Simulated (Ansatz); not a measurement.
System: Ru-vacancy pair (Ru on one host Al site, one Al site vacant) in fcc Al (neutral cell). All values below come from PBE, PAW (plane waves to 420 eV; Ansatz, an electronic-structure program).

Settings: 32 host sites, the relaxed PBE lattice, a 3×3×3 k-point mesh shifted by half a step, smearing 0.10 eV, spin-restricted, no image-charge correction. Energies are static. Forms of the defect that were not tried may lie lower.

Barriers: single points on a 5×5×5 k-point mesh shifted by half a step at the bands' geometries (they differ from the bands' own by up to 0.05 eV, and are uncertain by about as much).

The step: direct exchange of Ru with the vacancy (Ru-vacancy distance between ideal sites 2.86 Å throughout). Atoms about the jump, Cartesian Å from the middle of the jump, before and after:

```json
[
 {"atom": "Ru1", "x0": "0.00", "y0": "-1.15", "z0": "-1.15", "x1": "0.00", "y1": "1.15", "z1": "1.15"},
 {"atom": "Al2", "x0": "-1.84", "y0": "0.93", "z0": "-0.95", "x1": "-1.84", "y1": "0.95", "z1": "-0.93"},
 {"atom": "Al3", "x0": "1.84", "y0": "-0.95", "z0": "0.93", "x1": "1.84", "y1": "-0.93", "z1": "0.95"},
 {"atom": "Al4", "x0": "1.84", "y0": "0.93", "z0": "-0.95", "x1": "1.84", "y1": "0.95", "z1": "-0.93"},
 {"atom": "Al5", "x0": "-1.84", "y0": "-0.95", "z0": "0.93", "x1": "-1.84", "y1": "-0.93", "z1": "0.95"},
 {"atom": "Al6", "x0": "0.00", "y0": "-3.00", "z0": "0.92", "x1": "0.00", "y1": "-3.00", "z1": "0.99"},
 {"atom": "Al7", "x0": "0.00", "y0": "-0.99", "z0": "3.00", "x1": "0.00", "y1": "-0.92", "z1": "3.00"},
 {"atom": "Al8", "x0": "0.00", "y0": "0.92", "z0": "-3.00", "x1": "0.00", "y1": "0.99", "z1": "-3.00"},
 {"atom": "Al9", "x0": "0.00", "y0": "3.00", "z0": "-0.99", "x1": "0.00", "y1": "3.00", "z1": "-0.92"}
]
```

Task: Predict the transition state.

Result: 
```csv
atom,x,y,z
Ru1,0.00,-0.01,-0.01
Al2,-2.12,0.97,-0.98
Al3,2.12,-0.97,0.96
Al4,2.12,0.97,-0.98
Al5,-2.12,-0.97,0.96
Al6,0.00,-2.76,0.77
Al7,0.00,-0.79,2.75
Al8,0.00,0.78,-2.77
Al9,0.00,2.75,-0.79
```
It lies 1.79 eV above the start and 1.79 eV above the end. The saddle point's order was not checked, and it lies on a symmetry element of the cell, where a band can be held.
